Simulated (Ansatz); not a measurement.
Defect migration in 2H silicon carbide: interstitial Cu, charge state +1. Computed with PBE, PAW (plane waves to 420 eV; Ansatz, an electronic-structure program).

72-site cell at the relaxed PBE lattice, the Γ point alone, smearing 0.01 eV, spin-restricted, no finite-size correction. No zero-point or tunnelling terms. The host's phase is taken as given; its stability against other phases was not computed. The charge state is imposed; whether it is stable for some Fermi level was not computed. Sites that were not tried may lie lower.

Barriers: single points on a 2×2×2 k-point mesh shifted by half a step along c at the bands' geometries (they differ from the bands' own by up to 0.18 eV, and are uncertain by about as much).

Relaxed starting cell (atoms counted from 1):

```yaml
crystal:
  lattice:
    - [9.27650, 0.00000, 0.00000]
    - [-4.63825, 8.03368, 0.00000]
    - [0.00000, 0.00000, 10.14789]
  atoms:
    - { symbol: Si, position: [0.22239, 0.11089, 0.24741] }
    - { symbol: Si, position: [0.23325, 0.11633, 0.75727] }
    - { symbol: Si, position: [0.22232, 0.44517, 0.24694] }
    - { symbol: Si, position: [0.22322, 0.44695, 0.75022] }
    - { symbol: Si, position: [0.22232, 0.77656, 0.24693] }
    - { symbol: Si, position: [0.22324, 0.77571, 0.75022] }
    - { symbol: Si, position: [0.55494, 0.11044, 0.24963] }
    - { symbol: Si, position: [0.55483, 0.11020, 0.74975] }
    - { symbol: Si, position: [0.55493, 0.44390, 0.24964] }
    - { symbol: Si, position: [0.55481, 0.44405, 0.74974] }
    - { symbol: Si, position: [0.55373, 0.77657, 0.24693] }
    - { symbol: Si, position: [0.55205, 0.77573, 0.75021] }
    - { symbol: Si, position: [0.88795, 0.11091, 0.24741] }
    - { symbol: Si, position: [0.88261, 0.11635, 0.75726] }
    - { symbol: Si, position: [0.88844, 0.44391, 0.24964] }
    - { symbol: Si, position: [0.88873, 0.44408, 0.74975] }
    - { symbol: Si, position: [0.88794, 0.77642, 0.24741] }
    - { symbol: Si, position: [0.88258, 0.76563, 0.75725] }
    - { symbol: Si, position: [0.11130, 0.22313, 0.00030] }
    - { symbol: Si, position: [0.11507, 0.23070, 0.49144] }
    - { symbol: Si, position: [0.11034, 0.55487, 0.99933] }
    - { symbol: Si, position: [0.11023, 0.55482, 0.49933] }
    - { symbol: Si, position: [0.11130, 0.88754, 0.00030] }
    - { symbol: Si, position: [0.11505, 0.88374, 0.49144] }
    - { symbol: Si, position: [0.44559, 0.22249, 0.00094] }
    - { symbol: Si, position: [0.44452, 0.22195, 0.49898] }
    - { symbol: Si, position: [0.44402, 0.55488, 0.99931] }
    - { symbol: Si, position: [0.44406, 0.55483, 0.49932] }
    - { symbol: Si, position: [0.44404, 0.88855, 0.99932] }
    - { symbol: Si, position: [0.44409, 0.88865, 0.49932] }
    - { symbol: Si, position: [0.77634, 0.22250, 0.00094] }
    - { symbol: Si, position: [0.77688, 0.22197, 0.49899] }
    - { symbol: Si, position: [0.77634, 0.55322, 0.00095] }
    - { symbol: Si, position: [0.77686, 0.55427, 0.49897] }
    - { symbol: Si, position: [0.77575, 0.88756, 0.00032] }
    - { symbol: Si, position: [0.76819, 0.88378, 0.49147] }
    - { symbol: C, position: [0.22315, 0.11127, 0.43609] }
    - { symbol: C, position: [0.22250, 0.11094, 0.94168] }
    - { symbol: C, position: [0.22372, 0.44795, 0.43538] }
    - { symbol: C, position: [0.22194, 0.44442, 0.93830] }
    - { symbol: C, position: [0.22372, 0.77515, 0.43537] }
    - { symbol: C, position: [0.22196, 0.77692, 0.93831] }
    - { symbol: C, position: [0.55491, 0.11035, 0.43855] }
    - { symbol: C, position: [0.55504, 0.11065, 0.93821] }
    - { symbol: C, position: [0.55486, 0.44393, 0.43854] }
    - { symbol: C, position: [0.55503, 0.44378, 0.93820] }
    - { symbol: C, position: [0.55094, 0.77517, 0.43538] }
    - { symbol: C, position: [0.55450, 0.77694, 0.93829] }
    - { symbol: C, position: [0.88757, 0.11131, 0.43609] }
    - { symbol: C, position: [0.88790, 0.11096, 0.94167] }
    - { symbol: C, position: [0.88854, 0.44396, 0.43855] }
    - { symbol: C, position: [0.88824, 0.44381, 0.93822] }
    - { symbol: C, position: [0.88755, 0.77560, 0.43609] }
    - { symbol: C, position: [0.88791, 0.77631, 0.94167] }
    - { symbol: C, position: [0.11078, 0.22211, 0.18827] }
    - { symbol: C, position: [0.11442, 0.22938, 0.69183] }
    - { symbol: C, position: [0.11004, 0.55473, 0.18733] }
    - { symbol: C, position: [0.11082, 0.55514, 0.68783] }
    - { symbol: C, position: [0.11077, 0.88807, 0.18826] }
    - { symbol: C, position: [0.11439, 0.88443, 0.69185] }
    - { symbol: C, position: [0.44463, 0.22201, 0.18861] }
    - { symbol: C, position: [0.44623, 0.22282, 0.68793] }
    - { symbol: C, position: [0.44416, 0.55474, 0.18733] }
    - { symbol: C, position: [0.44382, 0.55516, 0.68782] }
    - { symbol: C, position: [0.44415, 0.88883, 0.18733] }
    - { symbol: C, position: [0.44384, 0.88811, 0.68782] }
    - { symbol: C, position: [0.77683, 0.22204, 0.18861] }
    - { symbol: C, position: [0.77607, 0.22284, 0.68796] }
    - { symbol: C, position: [0.77681, 0.55417, 0.18862] }
    - { symbol: C, position: [0.77605, 0.55262, 0.68794] }
    - { symbol: C, position: [0.77678, 0.88809, 0.18827] }
    - { symbol: C, position: [0.76962, 0.88450, 0.69180] }
    - { symbol: Cu, position: [0.99952, 0.99944, 0.62488] }
```
Cell charge +1.

End state 1 differs by these moves (Å; atoms that move under 0.08 Å are left out):

```tsv
atom	element	Δx	Δy	Δz
2	Si	-0.02	-0.01	-0.16
14	Si	0.02	-0.01	-0.16
18	Si	0.00	0.02	-0.16
19	Si	0.00	0.08	0.07
20	Si	0.00	-0.07	0.06
23	Si	0.07	-0.04	0.07
24	Si	-0.06	0.03	0.06
35	Si	-0.07	-0.04	0.07
36	Si	0.06	0.03	0.06
73	Cu	0.00	0.00	2.54
```

Question: What forward and backward barriers to end state 1 does PBE, PAW give?

Answer: forward 1.37 eV, backward 1.37 eV; at the saddle point atom 73 has neighbours 3 C at 2.00, 3 C at 2.57; 3 Si at 2.03 Å. The saddle point's order was not checked, and it lies on a symmetry element of the cell, where a band can be held.

End state 2 differs by these moves (Å; atoms that move under 0.08 Å are left out):

```csv
atom,element,Δx,Δy,Δz
2,Si,-0.08,-0.04,-0.08
10,Si,0.00,-0.09,0.08
12,Si,-0.06,0.06,0.07
14,Si,0.08,-0.02,-0.07
18,Si,0.08,0.14,0.00
20,Si,0.00,-0.07,0.08
24,Si,-0.06,0.04,0.08
28,Si,-0.07,-0.03,-0.08
34,Si,0.06,-0.03,-0.08
36,Si,0.06,0.11,0.00
72,C,0.05,0.09,0.00
73,Cu,-1.55,-2.68,0.00
```

Question: Estimate the forward and backward barriers to end state 2 that PBE, PAW returns for this input.

Answer: forward 1.45 eV, backward 1.45 eV; at the saddle point atom 73 has neighbours C at 1.84, C at 1.97, C at 1.99, C at 2.38; Si at 2.02, Si at 2.11, Si at 2.12 Å. The saddle point's order was not checked, and it lies on a symmetry element of the cell, where a band can be held.
